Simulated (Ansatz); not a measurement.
An Ansatz (a program for electronic structure) run: Ti with a change (tensor shear ε_xz = +0.29 %); Kohn–Sham DFT with the LDA functional, run in Ansatz with PAW and 420 eV plane waves, spin-orbit coupling left out.

Input:

Ansatz 0.2 input:
```yaml
crystal:
  lattice:
    - [2.8643871415, 0, 0.0083067227]
    - [-1.4321935708, 2.4806320308, -0.0041533614]
    - [0.0131581108, 0, 4.5372795974]
  atoms:
    - { symbol: Ti, position: [0.6666666667, 0.3333333333, 0.75] }
    - { symbol: Ti, position: [0.3333333333, 0.6666666667, 0.25] }
basis: { ecutwfc: 420, ecutrho_ratio: 4, xc_grid: 2, fft_grid_basis: typed }
kpoints: { mp_grid: { grid: [23, 23, 13] } }
hamiltonian:
  xc: lda
  dispersion: none
  pseudopotentials: { kind: paw }
scf: { occupations: { method: fermi_dirac, width: 0.1 }, convergence: { dr2_threshold: 0.0000000002 } }
relax: { f_tol: 0.005, max_steps: 50 }
output: { forces: true, stress: true }
checkpoint: { write: state.ck, write_every: 1000 }
```

Output (explanatory and most iteration lines left out):

```
Relaxation: its limit of steps is 50 (relax.max_steps)
Pseudopotential: Ti, paw, valence charge 12
Crystal: 2 atoms, lattice volume = 32.239 Å³
Basis set: ecut = 420 eV, 619 PW (Γ), exchange–correlation on 40×40×64 points (8 copies of the dense FFT grid, shifted against one another)
Bands: 16, of which v1, the nominal top of the filled ones, is band 12 counted from 1 (11 counted from 0)
Symmetry: 4 space group operations
Space group: C2/c (ITA 15), of the structure as read, at distance tolerance 3.2e-5 Å
k-points: 1800 of 6877
Functional: x = slater, c = lda
SCF iter   1: F=—  HF=-4900.639383 eV  |F-HF|=—  |Δ(HF+E_count)|=         —  Δρ=6.39e-3  dr2=5.61e-3  ethr=1.77e-3  ⟨swp⟩=4.5  Hψ=271080  notcnv=0  defer=28
SCF iter   2: F=—  HF=-4900.637802 eV  |F-HF|=—  |Δ(HF+E_count)|=   1.58e-3  Δρ=3.25e-3  dr2=1.40e-3  ethr=2.34e-5  ⟨swp⟩=1.0  Hψ=50400  notcnv=0  defer=28
SCF 1 converged in 6 iterations: F = -4900.637657 eV  dr2 = 7.54e-11
relax step   1: F+E_penalty+E_count = -4900.63765671 eV  Δ(F+E_penalty+E_count) = +0.000e0 eV  max|allowed force component| = 2.837e-5 eV/Å  Δτ_max = 0.0000 Å  (6 SCF iters, accepted)
SCF converged after 6 iterations
Free energy (F): -4900.637657 eV
Internal energy: -4900.564367 eV  (E = F + TS)
E sigma→0 (E₀):  -4900.601012 eV
Entropy (-TS):   -0.073289 eV (-36.645 meV/atom)
Fermi energy:    14.248275 eV
--- Forces (eV/Å), atoms counted from 1 ---
  atom   1  Ti     0.00000000    -0.00002837     0.00000000
  atom   2  Ti    -0.00000000     0.00002837    -0.00000000
--- Stress (GPa, compression-positive) ---
        0.001139      -0.000000      -0.193347
       -0.000000      -0.003339      -0.000000
       -0.193347      -0.000000       0.006046
  P = ⅓ Tr σ = 0.0013 GPa (0.013 kbar)
--- Relaxed structure (1 steps of the walk, 1 accepted, 0 SCFs on fresh bases) ---
  atoms:
    - { symbol: Ti, position: [0.66666666665, 0.3333333333, 0.7500000000000001] }
    - { symbol: Ti, position: [0.3333333333499999, 0.6666666667, 0.25] }
```

The cells carry an imposed strain or load. Stability against distortions was not tested. The final runs are not spin-polarised. The cell was made from Ti in the hcp (Mg type) structure (space group P6_3/mmc, No. 194) by this change: tensor shear ε_xz = +0.29 %.
